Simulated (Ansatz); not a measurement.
Cost and result by functional for the adsorption energy of CO on the 1x1 (111) surface of fcc Pt, one in a 2x2 cell, started at the site 'top Pt', in Ansatz (plane waves, PAW). Single points on the PBE structure, on one kind of machine; costs are rough ratios of the slab run's core time (references not counted) to the cheapest single point. r2SCAN's cost holds its higher cutoff (500 against 420 eV). Differences are taken against r2SCAN for comparison alone: no measured value is at hand, so the table doesn't rank accuracy.

Set-up: 18 atoms, 6.9 Å thick at the start under the adsorbate (thin: gaps and levels are the slab's own); mesh 6x6x1; 0.1 eV smearing; dipole correction on; 8 atoms held, the rest relaxed; symmetry of the start imposed; no spin, no spin-orbit, no U, no dispersion correction. At the end it is bonded to Pt. In PBE this state lies 0.07 eV over the lowest of the starts that converged ('hollow Pt-Pt-Pt over Pt at depth 4.6 Å'). These notes are the PBE run's. Adsorption energies are against CO(g). A negative adsorption energy means that the adsorbate is more stable on the surface than in its reference.

| functional | relative cost | adsorption energy (eV) | less r2SCAN (eV) |
|---|---|---|---|
| RPBE | 1 | -1.29 | 0.48 |
| r2SCAN | 2 | -1.77 | 0.00 |
| PBE (the relaxed run's value) | – | -1.60 | 0.17 |

The values span 0.48 eV, while the single points' costs differ by a factor of roughly 2. Differences are of unrounded values.

Ansatz is a program for electronic structure.
